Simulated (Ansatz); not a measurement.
By LDA and PBEsol, the system below comes out a metal.

Given:

```xyz
1
Lattice="2.7456 0.0000 0.0000 -0.9152 2.5886 0.0000 0.9152 1.2943 2.2418" Properties=species:S:1:pos:R:3 pbc="T T T"
W      0.0000     0.0000     0.0000
```

Space group of this cell: Im-3m, bcc (W type). The cell is taken as given; by PBEsol its mean pressure is -4.9 GPa.

The current runs along the normal of the first two printed vectors, the (110) plane. All runs by Ansatz (a program for electronic structure), plane waves and PAW, without spin-orbit coupling; the base is PBEsol.

```tsv
run	mean pressure (GPa)	G/A, both spins (10¹⁵ S/m²)
base	-4.9	0.90
all lengths scaled by 0.98	16.0	…
all lengths scaled by 1.02	-20.7	…
lda in place of pbesol	-10.5	0.94
lengths across the current scaled by 0.98, ions clamped	8.6	0.96
lengths across the current scaled by 1.02, ions clamped	-15.8	…
lengths along the current scaled by 0.97, ions clamped	5.2	0.98
lengths along the current scaled by 1.03, ions clamped	-13.1	0.86
```

Question: Some entries are withheld; supply them.

Answer: 
- all lengths scaled by 0.98, G/A, both spins (10¹⁵ S/m²): 1.00
- all lengths scaled by 1.02, G/A, both spins (10¹⁵ S/m²): 0.79
- lengths across the current scaled by 1.02, ions clamped, G/A, both spins (10¹⁵ S/m²): 0.82
